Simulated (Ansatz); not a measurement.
Consider Os in the hcp (Mg type) structure (space group P6_3/mmc, No. 194; a = 2.7543 Å, c = 4.3474 Å; relaxed with 0.1 eV smearing). Axes: x lies along a and z along c of the hexagonal cell.

Computed with PBE (Ansatz, a quantum-chemistry and plane-wave program), no spin-orbit coupling.

It is then changed as follows: the cell is stretched by 3.00 % along z with no lateral relaxation; the atoms relax in the strained cell.

Question: Predict the stress tensor and what it implies for the stiffness.

Answer: Stress of the strained cell less that of the base (GPa, compression positive):
```
   -5.7     0.0     0.0
    0.0    -5.7     0.0
    0.0     0.0   -21.7
```

Then −Δσ_ii/ε with ε = 0.0300 gives secant stiffness values (nonlinear terms included at this strain): C33 ≈ 724 GPa, C13 ≈ 189 GPa and C23 ≈ 189 GPa.

As a check, the harmonic strain energy −½ V₀ Δσ:ε is 29 meV/atom; the computed energy rise is 30 meV/atom.

No phonon test of stability was made. The final runs are not spin-polarised.
